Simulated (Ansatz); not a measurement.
```
CELL_PARAMETERS angstrom
      2.91156     0.00000     0.00000
      0.00000     2.91156     0.00000
      1.45578    -1.45578     2.09205
ATOMIC_POSITIONS crystal
  Mg 0.00000 0.00000 0.00000
  O  0.50000 0.50000 0.00000
```

No spin polarisation.

All numbers come from LDA (Ansatz, a first-principles code, PAW, scalar-relativistic without spin-orbit coupling). k-mesh 14×14×14 (Γ-centred); smearing 0.05 eV (Fermi–Dirac).

Question: Predict the hole mass, in-plane stress and valence-band top at Γ.

Answer: The hole mass is 0.39 mₑ out of plane, 2.0 mₑ in plane (at Γ) and the mean in-plane stress (compression positive) comes out as +3.9 GPa. The valence-band top at Γ (three highest levels, from the VBM) is 0.00, -0.03, -0.03 eV.

The levels and masses belong to the bands next to the band gap. The cells carry an imposed strain or load. Effective masses come from finite differences of ±0.01 Å⁻¹. No phonon test of stability was made. The cell was made from MgO in the rock salt structure (space group Fm-3m, No. 225) by this change: biaxial strain −1.00 %, plane normal [001], relaxed out of plane.
